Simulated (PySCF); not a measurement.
PySCF 2.14.0, TPSSH/def2-svp, df: Ta(I)5 ([I][Ta]([I])([I])([I])[I]), 6 atoms. The geometry is a generated start, not checked to be a minimum at this level.

| Item | Value |
|---|---|
| task | energy |
| method | tpssh |
| basis | def2-svp |
| two-electron scheme | density fitting |
| mol.max_memory | 3000 MB |
| mf.max_cycle | 100 |
| mf.init_guess | minao (default) |
| mf.DIIS | CDIIS (default) |
| mf.conv_tol | 1e-09 (default) |
| mf.grids.level | 3 (default) |
| effective core potentials | those of the basis set, past Kr |
| basis functions | 162 |
| grid points | 133800 |

```xyz
6

Ta    -0.0009    -0.0001     0.0024
I      2.2720    -0.4464    -1.4464
I      1.2310    -1.0420     2.2667
I     -1.2291     1.0431    -2.2638
I     -1.9194    -1.9361     0.1525
I     -0.3535     2.3816     1.2886
```

Charge 0 and multiplicity 1 are set for this test and not shown to be the ground state.

One run each on 2 threads, 1 BLAS thread. Values of diis_space tried: 3, 5, 8 (default), 12, 20.

How does the count of Fock builds change with diis_space, and where is it least?

Fewest Fock builds, within one of each other: 5 with 16, 8 (default) with 15, 12 with 15, 20 with 15. The count rises to 31 at 3. All converge to one solution.

```tsv
diis_space	Fock builds	end
3	31	same solution
5	16	same solution
8 (default)	15	same solution
12	15	same solution
20	15	same solution
```
